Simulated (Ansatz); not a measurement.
Consider CdSe in the wurtzite structure (space group P6_3mc, No. 186; a = 4.3400 Å, c = 7.0780 Å). Axes: x lies along a and z along c of the hexagonal cell.

Computed with r2SCAN (Ansatz, a quantum-chemistry and plane-wave program; PAW; 500 eV plane waves; without spin-orbit coupling).

Before the change:

| Item | Result |
|---|---|
| Valence-band top at Γ | 0.00, 0.00, -0.04 eV |
| Pressure | 0.0 kbar |
| Volume per atom | 28.86 Å³ |

It is then changed as follows: compressive biaxial strain of 4.42 % in the plane normal to [001], as in epitaxy on a mismatched substrate; the out-of-plane cell vector and the atoms relax.

Task: Estimate the effect on the valence-band top at Γ, pressure and volume per atom.

Result: The valence-band top at Γ (three highest levels, from the VBM) changes from 0.00, 0.00, -0.04 eV to 0.00, 0.00, -0.51 eV; the pressure (mean of the normal stresses, compression positive) goes from zero to 25.9 kbar; the volume per atom falls by 1.437 Å³ to 27.43 Å³.

The levels and masses belong to the bands next to the band gap. Whether these cells are dynamically stable was not tested.
